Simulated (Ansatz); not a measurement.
Ansatz (an electronic-structure program) run on BaGaGeH (P3m1, 4 atoms in the cell): self-consistent single point

Method: PBEsol, default PAW files made with PBE (plane waves; Ansatz).

This input was run:

Ansatz 0.2 input:
```yaml
crystal:
  lattice:
    - [4.399930, 0.000000, 0.000000]
    - [-2.199965, 3.810451, 0.000000]
    - [0.000000, 0.000000, 5.295908]
  atoms:
    - { symbol: Ba, position: [0.333333, 0.666667, 0.009461] }
    - { symbol: Ga, position: [0.000000, 0.000000, 0.550530] }
    - { symbol: Ge, position: [0.666667, 0.333333, 0.446360] }
    - { symbol: H, position: [0.000000, 0.000000, 0.882980] }
basis:
  ecutwfc: 420.0
kpoints:
  mp_grid: { grid: [7, 7, 5] }
hamiltonian:
  xc: pbesol
  pseudopotentials: { kind: paw }
scf:
  occupations: { method: gaussian, width: 0.136 }
output:
  forces: true
  eigenvalues: true
  stress: true
```

Output (repeated stretches shortened):

```
WARN the atoms were moved onto the symmetric positions of the space group found under crystal.symmetry.tolerance 1.0e-5 (fractional …
WARN ansatz: RAYON_NUM_THREADS=1 ignored (pool sized by the plan → 1); use --threads N
Pseudopotentials: kind: paw
Pseudopotential: Ba, paw, valence charge 10
Pseudopotential: Ga, paw, valence charge 13
Pseudopotential: Ge, paw, valence charge 14
Pseudopotential: H, paw, valence charge 1
Crystal: 4 atoms, lattice volume = 88.790 Å³
Basis set: ecut = 420 eV, 1751 PW (Γ), exchange–correlation on 60×60×72 points (8 copies of the dense FFT grid, shifted against one another)
Bands: 23, of which v1, the nominal top of the filled ones, is band 19 counted from 1 (18 counted from 0)
Symmetry: 6 space group operations
Space group: P3m1 (ITA 156), of the structure as read, at distance tolerance 4.5e-5 Å
k-points: 32 of 245 (time reversal used)
PAW frozen core: Ba, regenerated for the run's functional, and the local potential with it
PAW frozen core: Ga, regenerated for the run's functional, and the local potential with it
PAW frozen core: Ge, regenerated for the run's functional, and the local potential with it
Initial density: superposition of atomic densities (neutral atoms: chi_scale 0, normalization atom), corrected by the library's trained network
Initial wavefunctions: pseudopotential atomic-orbital guess
Eigensolver: davidson
Functional: x = pbesol(κ = 0.804, μ = 0.12345679012345678), c = pbesol(β = 0.046)
SCF iter   1: F=—  HF=-13877.095221 eV  |F-HF|=—  |Δ(HF+E_count)|=         —  Δρ=4.14e-3  dr2=1.50e-2  ethr=1.77e-3  ⟨swp⟩=7.0  Hψ=3628  notcnv=0
all-band conjugate gradients solve this SCF's bands
preconditioner: auto → Resta (q_TF=auto, 2.368 Å⁻¹)
SCF iter   2: F=—  HF=-13877.090242 eV  |F-HF|=—  |Δ(HF+E_count)|=   4.98e-3  Δρ=1.97e-3  dr2=3.80e-3  ethr=3.93e-5  ⟨swp⟩=2.4  Hψ=1166  notcnv=0
SCF iter   3: F=—  HF=-13877.089387 eV  |F-HF|=—  |Δ(HF+E_count)|=   8.54e-4  Δρ=2.82e-4  dr2=7.66e-5  ethr=1.00e-5  ⟨swp⟩=2.0  Hψ=896  notcnv=0
SCF iter   4: F=—  HF=-13877.089392 eV  |F-HF|=—  |Δ(HF+E_count)|=   4.32e-6  Δρ=1.05e-4  dr2=1.19e-5  ethr=2.01e-7  ⟨swp⟩=2.0  Hψ=1312  notcnv=0
SCF iter   5: F=—  HF=-13877.089396 eV  |F-HF|=—  |Δ(HF+E_count)|=   4.13e-6  Δρ=3.78e-5  dr2=1.65e-6  ethr=3.13e-8  ⟨swp⟩=2.0  Hψ=1312  notcnv=0
SCF iter   6: F=-13877.089395 eV  HF=-13877.089395 eV  |F-HF|=5.21e-9  |Δ(HF+E_count)|=   1.17e-6  Δρ=1.18e-5  dr2=9.18e-8  ethr=2.63e-10  ⟨swp⟩=4.3  Hψ=3964  notcnv=0
SCF 1 converged in 6 iterations: F = -13877.089395 eV  dr2 = 9.18e-8
SCF converged after 6 iterations
Free energy (F): -13877.089395 eV
Harris-Foulkes:  -13877.089395 eV  (|F-HF|=5.21e-9)
Internal energy: -13877.089087 eV  (E = F + TS)
E sigma→0 (E₀):  -13877.089241 eV
Entropy (-TS):   -0.000308 eV (-0.077 meV/atom)
Fermi energy:    8.111908 eV
--- Per-component energies (eV) ---
  E_band       = -248.724858
  E_kinetic    = 407.881227
  E_local      = -5191.739917  (includes V_loc(G=0)·N_el)
  E_nonlocal   = 903.662032
  E_hartree    = 2330.457069
  E_xc         = -319.037938
  E_vxc        = -269.766496  (∫ρ·V_xc dr)
  E_paw        = -9068.030966  (= ΣΔE_a)
  E_vpaw       = -759.662676  (= ΣTr[D̂ρ^β])
  E_aug_tail   = -0.000945  (compensation charges beyond the density's cutoff)
  E_ewald      = -2942.211996
  E_core_change = 1.932347  (= ΣΔE_core)
  E_smearing   = -0.000308  (= −TS)
  E_closure    = 0.000000  (closes the sum)
  Σ components = -13877.089395   (vs F -13877.089395, Δ=0.00e0)
--- Forces (eV/Å), atoms counted from 1 ---
  atom   1  Ba    -0.00000000    -0.00000000    -0.10959745
  atom   2  Ga     0.00000000     0.00000000     0.11613622
  atom   3  Ge     0.00000000    -0.00000000     0.05161597
  atom   4  H     -0.00000000    -0.00000000    -0.05815620
  max |Σ_I F_I| component: 1.47e-6 eV/Å
--- Stress (GPa, compression-positive) ---
       -3.376195       0.000000      -0.000000
        0.000000      -3.376195       0.000000
       -0.000000       0.000000      -3.336738
  P = ⅓ Tr σ = -3.3630 GPa (-33.630 kbar)
  The stress holds the Pulay correction. Without it, at fixed plane waves, as pw.x and ABINIT print it: P = -3.3963 GPa
--- Band table (eV; the first three rows and the last of 32) ---
  k-point 0: bands = ["-19.5115", "-15.6959", "-15.6959", "-15.6414", "-15.6414", "-15.6282", "-6.6377", "-6.5784", "-6.5784", "-6.5484", "-6.5484", "-4.8704", "-4.5236", "-4.5236", "-1.6444", "3.5849", "6.7478", "7.5535", "7.5535", "8.3956", [...]
  k-point 1: bands = ["-19.5106", "-15.6959", "-15.6959", "-15.6414", "-15.6414", "-15.6282", "-6.6365", "-6.5782", "-6.5782", "-6.5489", "-6.5489", "-4.9655", "-4.5211", "-4.5211", "-1.4001", "3.2149", "7.0207", "7.6727", "7.6727", "8.4565", [...]
  k-point 2: bands = ["-19.5091", "-15.6959", "-15.6959", "-15.6414", "-15.6414", "-15.6281", "-6.6346", "-6.5779", "-6.5779", "-6.5496", "-6.5496", "-5.1028", "-4.5171", "-4.5171", "-0.9714", "2.6253", "7.6204", "7.9173", "7.9173", "8.2780", [...]
  k-point 31: bands = ["-19.4663", "-15.6957", "-15.6948", "-15.6421", "-15.6412", "-15.6265", "-6.6228", "-6.5921", "-6.5710", "-6.5563", "-6.5446", "-4.9960", "-4.8123", "-4.7946", "0.2169", "1.4976", "4.7705", "5.6738", "7.3151", "11.1139", [...]
```

The run converged in 6 iterations.

The starting cell comes from a database of computed structures (which also holds hypothetical and non-ambient phases and stackings), without a prior relaxation at this level. Its lattice was rescaled by up to half a per cent. One atom was moved a little off its site on purpose. With a pressure of about -3 GPa the cell is away from its equilibrium volume at this level. Ansatz's pressure includes its estimate of the finite-basis (Pulay) stress.
